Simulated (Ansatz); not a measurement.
**Response to strain in Al**

Base system: Al in the fcc (Cu type) structure (space group Fm-3m, No. 225; a = 4.015 Å; relaxed with 0.1 eV smearing). Axes: x, y, z lie along the cube axes.

Strains are applied to the cell and any free atomic positions relax; under biaxial strain the out-of-plane vector relaxes too.

Method: PBEsol (Ansatz, a quantum-chemistry and plane-wave program; PAW; 420 eV plane waves; no spin-orbit coupling).

Notes on the quantities. energy relative to the base: free energy F.

```json
[
 {"biaxial strain, plane normal [001], relaxed out of plane (%)": "0", "energy relative to the base (meV/atom)": "0.0"},
 {"biaxial strain, plane normal [001], relaxed out of plane (%)": "0.5", "energy relative to the base (meV/atom)": "?"},
 {"biaxial strain, plane normal [001], relaxed out of plane (%)": "1", "energy relative to the base (meV/atom)": "1.0"},
 {"biaxial strain, plane normal [001], relaxed out of plane (%)": "1.5", "energy relative to the base (meV/atom)": "2.2"},
 {"biaxial strain, plane normal [001], relaxed out of plane (%)": "2", "energy relative to the base (meV/atom)": "4.0"},
 {"biaxial strain, plane normal [001], relaxed out of plane (%)": "2.5", "energy relative to the base (meV/atom)": "6.3"},
 {"biaxial strain, plane normal [001], relaxed out of plane (%)": "3", "energy relative to the base (meV/atom)": "9.0"}
]
```

Task: Fit ΔE = Aε² + Bε³ (ε in %) to the rows shown and predict the withheld row.

Result: Least squares on the printed values gives A = 0.994 and B = 0.0028 meV/atom (largest residual 0.0 meV/atom); this predicts 0.2 meV/atom, and the run gives 0.2 meV/atom, in agreement.

Stability against distortions was not tested.
